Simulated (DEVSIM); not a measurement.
System: Al0.4Ga0.6As/GaAs p-n heterojunction, at 350 K.

| layer (left to right) | material | thickness (μm) | Nd (cm⁻³) | Na (cm⁻³) | τn (s) | τp (s) |
|---|---|---|---|---|---|---|
| 1 | Al0.4Ga0.6As | 1.00 | - | 4.1e17 | 4e-10 | 4e-10 |
| 2 | GaAs | 0.160 | 6.6e14 | - | 4e-10 | 4e-10 |

Left contact: ohmic. Right contact: ohmic. Voltage is applied to the left contact. Recombination: SRH at mid-gap. Mobility is μmin + (μ − μmin)/(1 + (N/Nref)^α).

Constants are typed, rounded textbook-type inputs, not results; the design itself was drawn at random and stands for no fabricated device. Values at 300 K; Nc and Nv go as T^1.5, mobilities as T to minus their exponent, the gap by Varshni's rule with the affinity fixed.

```csv
parameter,Al0.4Ga0.6As,GaAs
gap (eV),1.9228,1.424
affinity (eV),3.754,4.07
permittivity,11.76,12.9
Nc (cm⁻³),7.93e17,4.7e17
Nv (cm⁻³),9e18,9e18
μn (cm²/Vs),3220,8500
μp (cm²/Vs),158,400
"μn,min",500,500
"μp,min",20,20
"Nref,n",6e16,6e16
"Nref,p",1.5e17,1.5e17
αn,0.39,0.39
αp,0.38,0.38
T exponent of μn,2.1,2.1
T exponent of μp,2.2,2.2
Varshni α (eV/K),0.000541,0.000541
Varshni β (K),204,204
```

Model (solved in DEVSIM): 1D drift-diffusion, Boltzmann statistics, complete ionisation; no tunnelling, impact ionisation, image-force lowering or self-heating. Band offsets follow the typed affinities; no thermionic-emission limit at abrupt steps, no polarisation charge.

Problem. Tabulate band edges, carrier densities and field at 1.05 V on the left contact.

Solution. Energies count from the Fermi level of the right contact; mesh points crowd at the junctions.

| x (μm) | Ec (eV) | Ev (eV) | n (cm⁻³) | p (cm⁻³) | field (V/cm) |
|---|---|---|---|---|---|
| 0.000 | 0.750 | -1.150 | < 1e2 | 4.1e17 | 370 |
| 0.004409 | 0.750 | -1.150 | 33000 | 4.1e17 | 370 |
| 0.01356 | 0.750 | -1.150 | 100000 | 4.1e17 | 370 |
| 0.03029 | 0.751 | -1.149 | 220000 | 4.1e17 | 370 |
| 0.08066 | 0.753 | -1.147 | 570000 | 4.1e17 | 370 |
| 0.1651 | 0.756 | -1.144 | 1100000 | 4.1e17 | 370 |
| 0.3197 | 0.762 | -1.138 | 2000000 | 4.1e17 | 370 |
| 0.6812 | 0.775 | -1.125 | 3600000 | 4.1e17 | 370 |
| 0.8354 | 0.781 | -1.119 | 4200000 | 4.1e17 | 370 |
| 0.9196 | 0.784 | -1.116 | 4600000 | 4.1e17 | 370 |
| 0.9602 | 0.784 | -1.115 | 4800000 | 4.0e17 | -910 |
| 0.9865 | 0.753 | -1.147 | 1.4e7 | 1.3e17 | -41000 |
| 0.9956 | 0.695 | -1.205 | 9.8e7 | 1.8e16 | -89000 |
| 1.000 | 0.334 | -1.067 | 9.1e12 | 1.3e18 | -110000 |
| 1.007 | 0.288 | -1.113 | 4.2e13 | 2.8e17 | -47000 |
| 1.017 | 0.254 | -1.147 | 1.3e14 | 8.8e16 | -25000 |
| 1.037 | 0.220 | -1.181 | 4.0e14 | 2.8e16 | -11000 |
| 1.073 | 0.198 | -1.203 | 8.3e14 | 1.0e16 | -2800 |
| 1.124 | 0.197 | -1.204 | 8.6e14 | 3.6e15 | 1600 |
| 1.144 | 0.201 | -1.200 | 7.5e14 | 1.7e15 | 2300 |
| 1.153 | 0.203 | -1.198 | 7.0e14 | 7.2e14 | 2500 |
| 1.160 | 0.205 | -1.196 | 6.6e14 | < 1e2 | 2500 |
